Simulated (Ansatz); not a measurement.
ScPt3C (model structure, started from the Ni3MgC type, Pm-3m, No. 221, 5 atoms in the cell) was calculated with r²SCAN in Ansatz (PAW).

The input as run:

Ansatz 0.2 input:
```yaml
crystal:
  lattice:
    - [4.2438358662, 0.0, 0.0]
    - [0.0, 4.2438358662, 0.0]
    - [0.0, 0.0, 4.2438358662]
  atoms:
    - { symbol: Sc, position: [0.0, 0.0, 0.0] }
    - { symbol: Pt, position: [0.0, 0.5, 0.5] }
    - { symbol: Pt, position: [0.5, 0.0, 0.5] }
    - { symbol: Pt, position: [0.5, 0.5, 0.0] }
    - { symbol: C, position: [0.5, 0.5, 0.5] }
basis:
  ecutwfc: 560
  ecutrho_ratio: 4
  xc_grid: 3
kpoints:
  mp_grid: { grid: [14, 14, 14] }
hamiltonian:
  xc: r2scan
  dispersion: none
  pseudopotentials: { kind: paw }
scf:
  occupations: { method: fermi_dirac, width: 0.05 }
output:
  forces: true
  stress: true
  eigenvalues: true
relax:
  f_tol: 0.004
  escape_saddle: false
  max_steps: 80
```

Excerpt of the program's output:

```
WARN output.stress: scf.convergence.dr2_threshold = 1e-7 eV (the SCF's general default) is looser than the 5e-10 eV advised for a printed stress (1e-10 eV for …
Relaxation: its limit of steps is 80 (relax.max_steps)
Crystal: 5 atoms, lattice volume = 76.432 Å³
Basis set: ecut = 560 eV, 2325 PW (Γ), exchange–correlation on 108×108×108 points (27 copies of the dense FFT grid, shifted against one another)
Bands: 42, of which v1, the nominal top of the filled ones, is band 35 counted from 1 (34 counted from 0)
Symmetry: 48 space group operations
Space group: Pm-3m (ITA 221), of the structure as read, at distance tolerance 4.2e-5 Å
k-points: 120 of 2744
Functional: x = r2scan, c = r2scan; τ floored in thin density (d = 2e-4 eV/Å³)
SCF iter   1: F=—  HF=-40003.786810 eV  |F-HF|=—  |Δ(HF+E_count)|=         —  Δρ=2.44e-2  dr2=9.24e-1  dr2_τ=1.73e-1
SCF iter   2: F=—  HF=-40003.672975 eV  |F-HF|=—  |Δ(HF+E_count)|=   1.14e-1  Δρ=7.67e-3  dr2=1.06e-1  dr2_τ=1.54e-2
  ...
SCF 1 converged in 8 iterations: F = -40003.669546 eV  dr2 = 1.36e-8
relax step   1: F+E_penalty+E_count = -40003.66954608 eV  Δ(F+E_penalty+E_count) = +0.000e0 eV  max|allowed force component| = 7.563e-29 eV/Å  Δτ_max = 0.0000 Å  (8 SCF iters, accepted)
Crystal: 5 atoms, lattice volume = 76.432 Å³
Initial density: handed on by an earlier stage of this run
SCF iter   1: F=—  HF=-40003.669546 eV  |F-HF|=—  |Δ(HF+E_count)|=         —  Δρ=4.65e-6  dr2=1.36e-8  dr2_τ=1.73e-9
SCF iter   2: F=-40003.669546 eV  HF=-40003.669546 eV  |F-HF|=1.10e-8  |Δ(HF+E_count)|=   1.04e-8  Δρ=3.13e-6  dr2=6.70e-9  dr2_τ=2.00e-10
SCF 2 converged in 2 iterations: F = -40003.669546 eV  dr2 = 6.70e-9
SCF converged after 2 iterations
Free energy (F): -40003.669546 eV
Internal energy: -40003.636661 eV  (E = F + TS)
E sigma→0 (E₀):  -40003.653103 eV
Fermi energy:    18.139411 eV
--- Forces (eV/Å), atoms counted from 1 ---
  atom   1  Sc    -0.00000000    -0.00000000     0.00000000
  atom   2  Pt     0.00000000    -0.00000000    -0.00000000
  atom   3  Pt     0.00000000    -0.00000000     0.00000000
  atom   4  Pt     0.00000000    -0.00000000    -0.00000000
  atom   5  C      0.00000000    -0.00000000     0.00000000
--- Stress (GPa, compression-positive) ---
       -3.963889       0.000000       0.000000
       -0.000000      -3.963889       0.000000
        0.000000       0.000000      -3.963889
  P = ⅓ Tr σ = -3.9639 GPa (-39.639 kbar)
```

The cell is one volume of an energy–volume scan, off the minimum.

The PAW data were made under PBE.

Note: the relaxation could raise the start's symmetry but not lower it, so the cell can be a saddle point.

Computing time: roughly 2.2 core-minutes.

A model structure was made by putting elements into a prototype or built by hand; it is no filed structure, need not be a known phase, and can be a saddle point held by its symmetry.

Ansatz is an electronic-structure program.
